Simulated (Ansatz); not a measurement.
Base system: CdO in the rock salt structure (space group Fm-3m, No. 225; a = 4.6909 Å).

Structures relaxed with Ansatz (a quantum-chemistry and plane-wave program), PBEsol, PAW, cutoff 420 eV, no spin-orbit coupling, earlier PAW set.

Base:

Simulated powder pattern, Co Kα, λ = 1.79026 Å (kinematic, ideal powder, no thermal factors, no anomalous dispersion; the 10 strongest lines at most, above 2 %, up to 2θ = 90°):

| 2θ (°) | I/Imax (%) | hkl |
|---|---|---|
| 38.60 | 100 | (111) |
| 44.87 | 88 | (200) |
| 65.33 | 55 | (220) |
| 78.53 | 41 | (311) |
| 82.76 | 19 | (222) |

It is then changed as follows: Mg takes the place of Cd on all its sites, then cell and atoms are relaxed.

Question: How do the reflections move or split?

Answer: 
Simulated powder pattern, Co Kα, λ = 1.79026 Å (kinematic, ideal powder, no thermal factors, no anomalous dispersion; the 10 strongest lines at most, above 2 %, up to 2θ = 90°):

```
2θ (°)  I/Imax (%)    hkl
------  ----------  -----
43.17           10  (111)
50.27          100  (200)
73.84           56  (220)
89.56          7.7  (311)
```

The indices refer to each structure's own conventional cell; one index is shown for lines that coincide.

No phonon test of stability was made. All final runs are without spin polarisation.
